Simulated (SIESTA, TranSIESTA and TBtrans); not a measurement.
Junction: V chain with one Co atom in place of V. Leads: straight V chain, spacing 2.09 Å. Geometry: as built, not relaxed. Transport runs along z; the first 6 and the last 6 of the 21 atoms are the lead cells, repeated to infinity.

```xyz
21
Lattice="9.000 0.000 0.000 0.000 9.000 0.000 0.000 0.000 44.000" Properties=species:S:1:pos:R:3 pbc="F F T"
V      4.500     4.500     0.000
V      4.500     4.500     2.090
V      4.500     4.500     4.180
V      4.500     4.500     6.270
V      4.500     4.500     8.360
V      4.500     4.500    10.450
V      4.500     4.500    12.540
V      4.500     4.500    14.630
V      4.500     4.500    16.720
V      4.500     4.500    18.810
Co     4.500     4.500    20.955
V      4.500     4.500    23.100
V      4.500     4.500    25.190
V      4.500     4.500    27.280
V      4.500     4.500    29.370
V      4.500     4.500    31.460
V      4.500     4.500    33.550
V      4.500     4.500    35.640
V      4.500     4.500    37.730
V      4.500     4.500    39.820
V      4.500     4.500    41.910
```
Starting moments (μB): atom 7 +2, atom 8 +2, atom 9 +2, atom 10 +2, atom 11 +2.5, atom 12 +2, atom 13 +2, atom 14 +2, atom 15 +2; lead atoms +2 (left) and +2 (right).

Run with TranSIESTA and TBtrans (open boundaries, self-consistent; PseudoDojo norm-conserving potentials, scalar-relativistic): Spin polarized, PAO.BasisSize DZP, PAO.EnergyShift 0.15 eV, XC.Authors PBE, Mesh.Cutoff 200 Ry, ElectronicTemperature 300 K, TS.Voltage 0.0 eV, TBT.Elecs.Eta 0.001 eV.

Energies count from the leads' Fermi level. Transmissions are for each spin. The energy step is 0.01 eV; narrower resonances are cut or missed.

| E (eV) | T up | T down |
|---|---|---|
| -0.20 | 2.40 | 1.75 |
| -0.15 | 2.32 | 1.74 |
| -0.10 | 2.25 | 1.73 |
| -0.05 | 2.19 | 1.72 |
| 0.00 | 2.15 | 1.73 |
| 0.05 | 2.11 | 1.74 |
| 0.10 | 2.10 | 1.76 |
| 0.15 | 2.10 | 1.79 |
| 0.20 | 2.13 | 1.84 |

Q: Give the zero-bias conductance in μS and the resistance at 300 K.

A: At the Fermi level the mean of both spins is (2.15 + 1.73)/2 = 1.94. Averaged with −∂f/∂E over the full grid (kT = 25.9 meV) it is 1.94. With G0 = 2e²/h = 77.48 μS, G = 150 μS and R = 1/G = 6.67 kΩ.

Q: The eigenchannels at the Fermi level (both spins) transmit 0.998, 0.435, 0.352, 0.352, 0.931, 0.337, 0.229, 0.229. What Fano factor of the shot noise follows at low temperature and bias?

A: F = Σ τ(1 − τ)/Σ τ = 1.34/3.86 = 0.35.

The magnetic order of the leads was set by the start, and no other order was tried; the separate lead runs end at 1.43 (left) and 1.43 (right) μB an atom. The straight chain is held at its spacing; free chains may zigzag or dimerise.
